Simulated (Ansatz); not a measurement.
MoS2, response to strain

The parent structure is MoS₂ (space group P6_3/mmc, No. 194; a = 3.1090 Å, c = 11.7090 Å; layered, stacked along the Cartesian z axis).

Strains are applied to the cell and any free atomic positions relax.

All numbers come from PBEsol-D3(BJ) in Ansatz (plane waves to 420 eV, PAW, no spin-orbit coupling).

Notes on the quantities. pressure: mean of the normal stresses, compression positive.

```
isotropic strain (%)  pressure (GPa)
--------------------  --------------
-3                               9.9
-2.4                             7.6
-1.8                             5.4
-1.2                               ?
-0.6                             1.7
0                                0.0
```

### Question
Fit P = P₀ − Bδ + Cδ² with δ = (1 + ε)³ − 1 to the rows shown and predict the withheld row.

### Answer
Least squares on the printed values gives P₀ = 0.0 GPa, B = 85.3 GPa (at held cell shape), C = 318 GPa (largest residual 0.0 GPa); this predicts 3.5 GPa, and the run gives 3.5 GPa, in agreement.

Whether these cells are dynamically stable was not tested.

Ansatz is a quantum-chemistry and plane-wave program.
